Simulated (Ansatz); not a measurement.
# RuSi (space group P2_13, No. 198)

```cif
data_Ru4Si4
_chemical_formula_sum 'Ru4 Si4'
_space_group_name_H-M_alt 'P213'
_space_group_IT_number 198
_space_group_name_Hall 'P 2ac 2ab 3'
_cell_length_a 4.73607
_cell_length_b 4.73607
_cell_length_c 4.73607
_cell_angle_alpha 90.000
_cell_angle_beta 90.000
_cell_angle_gamma 90.000
loop_
_atom_site_label
_atom_site_type_symbol
_atom_site_symmetry_multiplicity
_atom_site_Wyckoff_symbol
_atom_site_fract_x
_atom_site_fract_y
_atom_site_fract_z
_atom_site_occupancy
Ru1 Ru 4 a 0.12921 0.12921 0.12921 1
Si1 Si 4 a 0.83758 0.83758 0.83758 1
```

All numbers come from DFT with PBE, PAW potentials and a 420 eV plane-wave cutoff in Ansatz (a first-principles code), no SOC, earlier PAW set. Settings: 10×10×10 k-points, 0.05 eV Fermi–Dirac smearing.

```json
{
  "volume_per_atom": "13.28 Å³",
  "density": "8.08 g/cm³",
  "band_gap": "0.23 eV, indirect, Γ–X (40 % along) → k = (0, 0.200, 0.300) in the run's primitive reciprocal basis",
  "total_energy": "-3257.904 eV/atom (σ→0; compares only within this code and set-up)"
}
```

Whether these cells are dynamically stable was not tested. A zero or small gap of RuSi can be the functional's error rather than a property of the material.
